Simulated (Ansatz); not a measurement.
Base system: HgS in the rock salt structure (space group Fm-3m, No. 225; a = 5.452 Å; a model cell, its experimental status unchecked).

One thing is altered: cell and atoms relaxed at a pressure of 2.1 GPa.

Levels (all Ansatz, a quantum-chemistry and plane-wave program, PAW): PBEsol (420 eV, spin-orbit coupling left out); PBEsol+SOC (420 eV, noncollinear with spin-orbit coupling).

The geometry is relaxed with PBEsol.

PBEsol pressure: 2.1 GPa

Problem. Predict the pressure from PBEsol+SOC.

Solution. The pressure drops by 0.7 GPa, from 2.1 GPa to 1.4 GPa.

Single points use the geometry relaxed with PBEsol. The spin-orbit shifts are approximate. Load acts through the strain it causes; cell and atoms are relaxed under it. Whether these cells are dynamically stable was not tested. The runs without spin-orbit coupling are not spin-polarised. This is not the structure that HgS has at room temperature and ambient pressure.
